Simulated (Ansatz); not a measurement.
An Ansatz (a quantum-chemistry and plane-wave program) input (r2SCAN in Ansatz (plane waves to 500 eV, PAW, scalar-relativistic without spin-orbit coupling)):

Ansatz 0.2 input:
```yaml
crystal:
  lattice:
    - [3.1217302409, 0, 0]
    - [0, 3.1577607071, 0]
    - [0, 0, 11.4103025758]
  atoms:
    - { symbol: Ta, position: [0, 0, 0.9990124277] }
    - { symbol: Ta, position: [0.5, 0.5, 0.4972414082] }
    - { symbol: Ta, position: [0.5, 0, 0.714744844] }
    - { symbol: Ta, position: [0, 0.5, 0.2824460138] }
    - { symbol: N, position: [0, 0, 0.5680330355] }
    - { symbol: As, position: [0.5, 0.5, 0.1032870112] }
    - { symbol: As, position: [0, 0.5, 0.8210780641] }
    - { symbol: N, position: [0.5, 0, 0.3501571954] }
basis: { ecutwfc: 500, ecutrho_ratio: 4, xc_grid: 4, fft_grid_basis: typed }
kpoints: { mp_grid: { grid: [11, 10, 3] } }
hamiltonian:
  xc: r2scan
  dispersion: none
  pseudopotentials: { kind: paw }
scf: { occupations: { method: fermi_dirac, width: 0.05 }, convergence: { dr2_threshold: 0.0000000008 } }
output: { forces: true, stress: true }
checkpoint: { write: state.ck, write_every: 1000 }
```

### Question
Which symmetry and how many k-points will the program report, and about how many plane waves at Γ?

### Answer
Space group Pmm2 (ITA 25) with 4 operations, k-points 72 of 330, and 2873 plane waves at Γ.

These are small ordered cells, not random alloys; other orderings at the same x differ. Whether these cells are dynamically stable was not tested. The final runs are not spin-polarised. The cell was made from TaAs by this change: x(N) = 0.5, 8 atoms, Pmm2.
